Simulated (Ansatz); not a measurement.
An Ansatz (a program for electronic structure) input (DFT with PBEsol, PAW potentials and a 420 eV plane-wave cutoff in Ansatz, no spin-orbit coupling):

Ansatz 0.2 input:
```yaml
crystal:
  lattice:
    - [3.1802095429, 0, 0]
    - [0, 3.1802095429, 0]
    - [0, 0, 3.1802095429]
  atoms:
    - { symbol: Nb, position: [0, 0, 0] }
    - { symbol: As, position: [0.5, 0.5, 0.5] }
basis: { ecutwfc: 420, ecutrho_ratio: 4, xc_grid: 2, fft_grid_basis: typed }
kpoints: { mp_grid: { grid: [15, 15, 15] } }
hamiltonian:
  xc: pbesol
  dispersion: none
  pseudopotentials: { kind: paw }
scf: { occupations: { method: fermi_dirac, width: 0.05 }, convergence: { dr2_threshold: 0.0000000002 } }
output: { forces: true, stress: true }
```

### Question
Which symmetry and how many k-points will the program report, and about how many plane waves at Γ?

### Answer
Space group Pm-3m (ITA 221) with 48 operations, k-points 120 of 3375, and 619 plane waves at Γ.

Whether these cells are dynamically stable was not tested. All final runs are without spin polarisation. The cell is NbAs in the CsCl type structure (space group Pm-3m, No. 221; a hypothetical phase, not in the database extracts checked).
